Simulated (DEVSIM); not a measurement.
System: illuminated InP p-on-n cell, one wavelength, at 350 K.

| layer (left to right) | material | thickness (μm) | Nd (cm⁻³) | Na (cm⁻³) | τn (s) | τp (s) | absorption coefficient (cm⁻¹) |
|---|---|---|---|---|---|---|---|
| 1 | InP | 0.920 | - | 7.9e17 | 7e-10 | 9.2e-10 | 9300 |
| 2 | InP | 3.90 | 2.4e16 | - | 1.3e-9 | 1.3e-9 | 9300 |

Left contact: ohmic, minority electron recombination velocity 60000 cm/s. Right contact: ohmic, minority hole recombination velocity 300 cm/s. Voltage is applied to the left contact. Recombination: SRH at mid-gap, radiative, Auger. Light enters at the left, 6.6e17 photons cm⁻² s⁻¹, one pass, no reflection. Mobility is constant in doping.

The device is made up for the run: typed textbook-type constants, with dimensions and the other settings drawn at random. Values at 300 K; Nc and Nv go as T^1.5, mobilities as T to minus their exponent, the gap by Varshni's rule with the affinity fixed.

```csv
parameter,InP
gap (eV),1.344
affinity (eV),4.38
permittivity,12.5
Nc (cm⁻³),5.7e17
Nv (cm⁻³),1.1e19
μn (cm²/Vs),5200
μp (cm²/Vs),170
T exponent of μn,2
T exponent of μp,2
B (cm³/s),1.2e-10
Cn (cm⁶/s),9e-31
Cp (cm⁶/s),9e-31
Varshni α (eV/K),0.000363
Varshni β (K),162
```

DEVSIM, 1D drift-diffusion, Boltzmann statistics, complete ionisation; no tunnelling, impact ionisation, image-force lowering or self-heating.

The temperature was swept, all else fixed.

```tsv
temperature (K)	short-circuit current (mA/cm²)	fill factor	open-circuit voltage (V)	share of generated pairs collected at short circuit
250	82.9	0.83	0.975	0.793
300	81.5	0.79	0.867	0.779
350	80.1	0.76	0.756	0.766
400	78.9	0.71	0.642	0.754
450	77.7	0.65	0.525	0.743
500	76.5	0.58	0.407	0.732
```

From the first row to the last the short-circuit current goes from 82.9 to 76.5. From the first row to the last the fill factor goes from 0.83 to 0.58.
